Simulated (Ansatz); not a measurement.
This concerns the reaction energy. Reaction: 2 CS (gas) → C (graphite) + CS2 (gas). Negative: the products are lower in energy.

C (graphite, P6₃/mmc), 4 atoms in the cell, k-point mesh 18×18×6 on the run's own vectors. Conventional cell: a = b = 2.4650 Å, c = 6.7411 Å, α = β = 90.00°, γ = 120.00°.

An isolated CS2 molecule (singlet) in a box of 11 × 11 × 15 Å.
```xyz
3

S      0.0000     0.0000     1.5609
C      0.0000     0.0000     0.0000
S      0.0000     0.0000    -1.5609
```

An isolated CS molecule (singlet) in a box of 11 × 11 × 14 Å.

All numbers come from Ansatz (an electronic-structure program), plane waves with PAW, its PAW set soft_1, cutoff 420 eV, 500 eV for r2SCAN. The structures are at rest with PBE+D3(BJ); other levels are single points on them. HSE06 runs on coarser k-point meshes, mended by the PBE difference between the two meshes. Some cells are metallic or hold partly filled levels, where a hybrid on a coarse mesh is less sure. Neutral cells; Fermi-Dirac smearing of at most 0.05 eV in the solids, energies taken to zero width. The lattices are those relaxed with PBE+D3(BJ), so at other levels the solids can be strained, which adds to the spread. A dispersion term (D3(BJ), or D4 for r2SCAN) was computed beside these levels and is taken off wherever the name lacks it. Space groups of crystals are read within 0.01 Å. No zero-point or thermal terms.

**Question.** What is the computed value (PBE+D3(BJ))?

**Answer.** -5.49 eV, for 2 CS (gas) → C (graphite) + CS2 (gas).

**Question.** How does the value move with the functional?

**Answer.** 
```csv
Method,value (eV),less PBE+D3(BJ)
PBE,-5.32,0.17
r2SCAN,-5.45,0.04
HSE06,-5.41,0.08
```

The levels shown span 0.17 eV, from PBE+D3(BJ) (-5.49) to PBE (-5.32).
